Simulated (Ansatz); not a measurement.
Consider CsPbCl₃ in the cubic perovskite structure (space group Pm-3m, No. 221; a = 5.6188 Å). Axes: x, y, z lie along the cube axes.

Method: DFT with PBEsol, PAW potentials and a 420 eV plane-wave cutoff in Ansatz (a quantum-chemistry and plane-wave program), no spin-orbit coupling, earlier PAW set.

Before the change:

| Property | Result |
|---|---|
| Shortest interatomic distance | 2.809 Å |
| Valley order | R along ⟨111⟩ 1.84 eV; Γ 3.25 eV |

Perturbation: biaxial strain −0.53 %, plane normal [111], relaxed out of plane (Cartesian); in-plane vectors clamped, the third vector and the atoms free.

**Question.** What happens to the out-of-plane strain?

**Answer.** The out-of-plane strain is +0.74 %.

**Question.** Predict the new in-plane stress.

**Answer.** The mean in-plane stress (compression positive) comes out as +0.1 GPa.

**Question.** What happens to the shortest interatomic distance?

**Answer.** The shortest interatomic distance shrinks by 0.003 Å to 2.806 Å.

**Question.** How does this affect the valley order?

**Answer.** The valley order (the lowest conduction-band minima on the path, energy above the VBM, named in the base's zone) becomes R along [111] 1.81 eV; M along [110] 2.41 eV; Γ 3.24 eV (base: R along ⟨111⟩ 1.84 eV; Γ 3.25 eV).

Spin-orbit coupling, missing from the scalar runs, can matter with Pb. The levels and masses belong to the bands next to the band gap. Whether these cells are dynamically stable was not tested. Many cubic perovskites are stable only at high temperature; tilts and polar distortions were not tested. This is not the structure that CsPbCl3 has at room temperature and ambient pressure.
